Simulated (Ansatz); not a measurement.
Phonon-limited transport in metals: Mo (Im-3m) under several functionals (Ansatz, an electronic-structure program, without spin-orbit coupling). The PBE cell:

Space group Im-3m (No. 229); a = b = c = 3.1617 Å, α = β = γ = 90.00°

```tsv
atom	site	symmetry	x	y	z
Mo	2a	m-3m	0.0000	0.0000	0.0000
```
(The calculation used a cell of 1 atom; values per cell refer to that cell.)

| Functional | cell relaxed with | volume (Å³/atom) | resistivity at 300 K | mean free path at 300 K | electron-phonon coupling λ | logarithmic mean phonon energy |
|---|---|---|---|---|---|---|
| LDA | LDA | 15.08 | 5.3 μΩ·cm | 12.4 nm | 0.45 | 23 meV |
| PBE | PBE | 15.80 | 5.8 μΩ·cm | 12.2 nm | 0.43 | 22 meV |

Metals; harmonic phonons alone scatter; means over directions. The mean free path is weighted by the current that each state carries. Halving the electron mesh moves these values by up to 2 %; q meshes are mostly untested. Some of the runs warned that the eigensolver left states short of its tolerance. Spin-orbit coupling is left out.
